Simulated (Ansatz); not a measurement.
Functionals compared on the (111) surface of germanium (H on every top atom; a constructed slab, bottom: 1 H on 1 bottom sites), in Ansatz (plane waves, PAW). The structure was relaxed with PBE; the other rows are single points on it. Cutoff 420 eV (500 eV for r2SCAN).

Set-up: 40 atoms, 13.8 Å thick at the start with caps and adatoms (thin: gaps and levels are the slab's own); mesh 3x3x1; 0.01 eV smearing; dipole correction on; 20 atoms held, the rest relaxed; held to the start's symmetry, so lower structures may exist; no spin, no spin-orbit, no U. These notes are the PBE run's.

```tsv
functional	gap of the slab on its k-mesh (eV)	highest filled level below the top vacuum level (eV)	rough cost of the single point
PBE	0.22	4.39	–
RPBE	?	?	about 2.8 core-minutes (a rough figure)
r2SCAN	0.49	4.54	around 4 core-minutes (rough)
```

### Question
Some entries are withheld; supply them.

### Answer

- RPBE, gap of the slab on its k-mesh (eV): 0.30
- RPBE, highest filled level below the top vacuum level (eV): 4.35

Ansatz is a first-principles code.
